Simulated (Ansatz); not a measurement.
Band structure of ZrHg3 (Pm-3m, 4 atoms in the cell).

```
CELL_PARAMETERS angstrom
      4.41774     0.00000     0.00000
      0.00000     4.41774     0.00000
      0.00000     0.00000     4.41774
ATOMIC_POSITIONS crystal
  Zr 0.00000 0.00000 0.00000
  Hg 0.50000 0.50000 0.00000
  Hg 0.00000 0.50000 0.50000
  Hg 0.50000 0.00000 0.50000
```

Computed with LDA (PW92), PAW files made with PBE (plane waves; Ansatz, a quantum-chemistry and plane-wave program).

Settings: kpoints.mp_grid.grid = 8 8 8; hamiltonian.xc = lda; hamiltonian.pseudopotentials = {kind: paw} (the program's default PAW files); scf.occupations.method = gaussian; scf.occupations.width = 0.1 eV; kpoints.band_path.npoints = 8.

The starting cell comes from a database of computed structures (which also holds hypothetical and non-ambient phases and stackings), without a prior relaxation at this level. Spin-orbit coupling is off.

Levels in eV from the Fermi level, bands 33 to 40:
```json
[
 {"point": "Γ", "33": "-1.00", "34": "-1.00", "35": "0.10", "36": "0.10", "37": "0.10", "38": "2.06", "39": "2.06", "40": "2.06"},
 {"point": "X", "33": "-5.68", "34": "-0.48", "35": "-0.48", "36": "-0.15", "37": "0.37", "38": "1.36", "39": "1.93", "40": "4.22"},
 {"point": "M", "33": "-3.61", "34": "-3.61", "35": "-2.85", "36": "0.17", "37": "0.17", "38": "1.59", "39": "2.37", "40": "2.77"},
 {"point": "R", "33": "-2.73", "34": "-2.73", "35": "-2.05", "36": "-1.17", "37": "-1.17", "38": "-1.17", "39": "2.13", "40": "2.13"}
]
```

Bands cross the Fermi level along this path, so the cell is metallic at this level.

Keys are those of Ansatz 0.2.
